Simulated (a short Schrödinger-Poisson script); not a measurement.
System: symmetric double-gate stack, SiO2 on p-type Si(100), at 300 K.

```tsv
layer	material	thickness (nm)	Na (cm⁻³)
1	SiO2	2.3	-
2	Si	10	5e17
3	SiO2	2.3	-
```

Constants are typed, rounded textbook-type inputs, not results; the design itself was drawn at random and stands for no fabricated device. SiO2: permittivity 3.9, conduction-band edge (eV) 3.15, gap (eV) 9, electron mass (mₑ) 0.5. Si: permittivity 11.7, conduction-band edge (eV) 0, gap (eV) 1.124, Nv at 300 K (cm⁻³) 3.1e19.

Channel valleys (confinement mass, in-plane density-of-states mass, number): Δ2 0.916, 0.19, 2; Δ4 0.19, 0.417, 4. At the gates, both at one voltage, the conduction-band edge of layer 1 lies 3.76 eV − eVg above the Fermi level of the channel. Gaps are held at their typed values at every temperature. Mesh 0.03 nm at interfaces.

From a short Schrödinger-Poisson script (our own, NumPy): 1D Poisson equation in equilibrium, electrons quantum, Hartree (BenDaniel-Duke, 12 states a valley, the channel's in-plane mass for all, wave functions ending at the dielectric), parabolic valleys, classical holes, full ionisation, no traps, pinning or gate leakage.

The same stack at other levels of the model or other numerical settings:

| run | sheet density of all electrons at Vg = 2.1 V (cm⁻²) | sheet density of all electrons at Vg = 0.9 V (cm⁻²) | capacitance of both gates at Vg = 2.1 V (μF/cm²) | gate voltage at 1e11 electrons/cm² (V) | rough cost against the base |
|---|---|---|---|---|---|
| base | 2.24e13 | 4.16e12 | 2.55 | 0.53 | about 1 |
| electrons treated as classical, Boltzmann | 2.59e13 | 5.00e12 | 2.89 | 0.51 | 0.05 |
| electrons treated as classical, Fermi-Dirac | 2.51e13 | 4.94e12 | 2.76 | 0.51 | 0.1 |
| mesh six times as coarse | 2.24e13 | 4.16e12 | 2.56 | 0.53 | 0.3 |

The classical rows ignore confinement, and Boltzmann statistics overrate the density once the band edge passes the Fermi level.
